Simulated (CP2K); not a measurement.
Input and output of a self-consistent single point for BaAlGe (P1, 3 atoms in the cell) (CP2K).

Method: PBEsol, GPW, DZVP-MOLOPT-SR-GTH basis, GTH-PBE potentials (GTH_POTENTIALS) in CP2K.

The change in words: atoms moved at random. Reference geometry:
```
BaAlGe
1.0
    4.43750     0.00000     0.00000
   -2.21875     3.84298     0.00000
    0.00000     0.00000     5.32971
Ba Al Ge
1 1 1
Cartesian
  0.00000   0.00000   0.00000
  2.21875   1.28099   2.66486
  0.00000   2.56199   2.66486
```

Reference input (self-consistent single point, DFT PBEsol, GPW, DZVP-MOLOPT-SR-GTH basis, GTH-PBE potentials (GTH_POTENTIALS)): CUTOFF = 500 Ry; REL_CUTOFF = 50 Ry; SMEAR/METHOD = FERMI_DIRAC; ELECTRONIC_TEMPERATURE = 1160.45 K; KPOINTS/SCHEME = MONKHORST-PACK 6 6 4; GAMMA_CENTERED = T; XC_FUNCTIONAL = PBE:PBESOL; Ba/BASIS_SET = DZVP-MOLOPT-SR-GTH-q10; Ba/POTENTIAL = GTH-PBE-q10; Al/BASIS_SET = DZVP-MOLOPT-SR-GTH-q3; Al/POTENTIAL = GTH-PBE-q3; Ge/BASIS_SET = DZVP-MOLOPT-SR-GTH-q4. This run's input differs from it in these lines:

```diff
@@ -74,5 +74,5 @@
       SCALED
-      Ba       0.00000000     0.00000000     0.00000000
-      Al       0.66666700     0.33333300     0.50000000
-      Ge       0.33333300     0.66666700     0.50000000
+      Ba      -0.00823200    -0.02374600     0.00053200
+      Al       0.67247500     0.34191800     0.49690900
+      Ge       0.33575700     0.68182900     0.50255900
     &END COORD
```

Output, abridged:

```
 SCF WAVEFUNCTION OPTIMIZATION

  Step     Update method      Time    Convergence         Total energy    Change
     1 NoMix/Diag. 0.30E+00      -     1.72040748       -31.7344302519 -3.17E+01
     2 Broy./Diag. 0.30E+00      -     0.00857588       -31.5674072941  1.67E-01
     3 Broy./Diag. 0.30E+00      -     0.03909072       -31.4175700007  1.50E-01
     4 Broy./Diag. 0.30E+00      -     0.00204607       -31.4362698238 -1.87E-02
     5 Broy./Diag. 0.30E+00      -     0.00401350       -31.4520320694 -1.58E-02
     6 Broy./Diag. 0.30E+00      -     0.00095048       -31.4608521932 -8.82E-03
   [... 5 lines left out ...]
    12 Broy./Diag. 0.30E+00      -     0.00001148       -31.4641253509 -5.09E-05
    13 Broy./Diag. 0.30E+00      -     0.00000178       -31.4641305933 -5.24E-06
    14 Broy./Diag. 0.30E+00      -     0.00000160       -31.4641118573  1.87E-05
    15 Broy./Diag. 0.30E+00      -     0.00000023       -31.4641084264  3.43E-06
  *** SCF run converged in    15 steps ***

  Overlap energy of the core charge distribution:               0.00000000004726
  Self energy of the core charge distribution:                -66.24003629060695
  Core Hamiltonian energy:                                     13.23813238513069
  Hartree energy:                                              27.13479144124356
  Exchange-correlation energy:                                 -5.59519035480614
  Electronic entropic energy:                                  -0.00180560736214
  Fermi energy:                                                 0.20609160529654

  Total energy:                                               -31.46410842638824
  Total energy (extrapolated to T->0):                        -31.46320562270717

   [... lines left out ...]

 STRESS| Analytical stress tensor [bar]
 STRESS|                        x                   y                   z
 STRESS|      x       -2.17091591851E+04   2.79244488568E+03   7.33318115465E+01
 STRESS|      y        2.79244488568E+03  -1.22265189902E+04  -2.38761023564E+02
 STRESS|      z        7.33318115465E+01  -2.38761023564E+02  -3.12661130917E+04
 STRESS| 1/3 Trace                                            -2.17339304224E+04
```

The run converged in 15 iterations. Against the reference run the free energy goes up by 8.1 meV/atom, the pressure goes from -2.30 to -2.17 GPa and the largest force goes from 0.000 to 0.370 eV/Å.

The starting cell comes from a database of computed structures (which also holds hypothetical and non-ambient phases and stackings), without a prior relaxation at this level. Its lattice was rescaled by a random factor within 2.5 % of one. For this run, on top of that: atoms moved at random. Values carry the incompleteness of an atom-centred basis. The potentials were made for another functional than the one used.

Cost on one core of a shared machine: roughly 50 s.
